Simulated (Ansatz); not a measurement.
Start from MoSi$_{2}$ (space group I4/mmm, No. 139; relaxed with 0.1 eV smearing).

```yaml
crystal:
  lattice:
    - [-1.60839, 1.60839, 3.93729]
    - [1.60839, -1.60839, 3.93729]
    - [1.60839, 1.60839, -3.93729]
  atoms:
    - { symbol: Si, position: [0.66492, 0.66492, 0.00000] }
    - { symbol: Si, position: [0.33508, 0.33508, 0.00000] }
    - { symbol: Mo, position: [0.00000, 0.00000, 0.00000] }
```

Method: PBE (Ansatz, a quantum-chemistry and plane-wave program; PAW; 420 eV plane waves; no spin-orbit coupling).

Before the change:

| Property | Value |
|---|---|
| Pressure | 0.0 GPa |

Now apply this change: an isotropic linear strain of −3.00 %; the atoms relax in the strained cell.

Problem. How does this affect the pressure and energy relative to the base?

Solution. The pressure (mean of the normal stresses, compression positive) goes from zero to 23.0 GPa; the energy grows by 78 meV/atom.

Whether these cells are dynamically stable was not tested. All final runs are without spin polarisation.
